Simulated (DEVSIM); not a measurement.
System: Co/SiO2/n-Ge capacitor, at 400 K.

| layer (left to right) | material | thickness (nm) | Nd (cm⁻³) |
|---|---|---|---|
| 1 | SiO2 | 14.0 | - |
| 2 | Ge | 380 | 2.4e18 |

Metal gate on the left, work function 5 eV. Fixed charge at the semiconductor interface -1.1e11 cm⁻² (in units of +e); no interface traps.

The device is made up for the run: typed textbook-type constants, with dimensions and the other settings drawn at random. Values at 300 K; Nc and Nv go as T^1.5, mobilities as T to minus their exponent, the gap by Varshni's rule with the affinity fixed.

| parameter | SiO2 | Ge |
|---|---|---|
| gap (eV) | 9 | 0.664 |
| affinity (eV) | 0.9 | 4 |
| permittivity | 3.9 | 16 |
| Nc (cm⁻³) | - | 1.04e19 |
| Nv (cm⁻³) | - | 6e18 |
| Varshni α (eV/K) | - | 0.000477 |
| Varshni β (K) | - | 235 |

Simulated with DEVSIM: 1D Poisson equation in equilibrium, Boltzmann statistics, complete ionisation; no quantum confinement or tunnelling. Metal contacts follow the ideal Schottky-Mott rule: no Fermi-level pinning, no interface dipoles.

Base results: flat-band voltage (V) 1.01; capacitance of the dielectric stack (μF/cm²) 0.247; minimum of the low-frequency capacitance (μF/cm²) 0.193.

Question: What follows from this one change: substrate doping 2.4e+18 → 4.8e+18 cm^-3?

Answer: flat-band voltage 1.01 → 1.03 V; capacitance of the dielectric stack little changed (0.247 μF/cm²); minimum of the low-frequency capacitance 0.193 → 0.204 μF/cm².

Question: What follows from this one change: SiO2 thickness 0.014 → 0.0098 μm?

Answer: flat-band voltage 1.01 → 0.98 V; capacitance of the dielectric stack 0.247 → 0.352 μF/cm²; minimum of the low-frequency capacitance 0.193 → 0.253 μF/cm².

Question: What follows from this one change: temperature 400 → 450 K?

Answer: flat-band voltage 1.01 → 0.99 V; capacitance of the dielectric stack little changed (0.247 μF/cm²); minimum of the low-frequency capacitance little changed (0.197 μF/cm²).

Question: What follows from this one change: fixed charge -1.1e+11 → -1.055e+12 cm^-2?

Answer: flat-band voltage 1.01 → 1.62 V; capacitance of the dielectric stack little changed (0.247 μF/cm²); minimum of the low-frequency capacitance little changed (0.194 μF/cm²).

Question: What follows from this one change: interface trap density 0 → 1e+12 cm^-2 eV^-1?

Answer: flat-band voltage 1.01 → 1.17 V; capacitance of the dielectric stack little changed (0.247 μF/cm²); minimum of the low-frequency capacitance 0.193 → 0.200 μF/cm².

Question: What follows from this one change: gate work function 5 → 4.85 eV?

Answer: flat-band voltage 1.01 → 0.86 V; capacitance of the dielectric stack little changed (0.247 μF/cm²); minimum of the low-frequency capacitance little changed (0.194 μF/cm²).
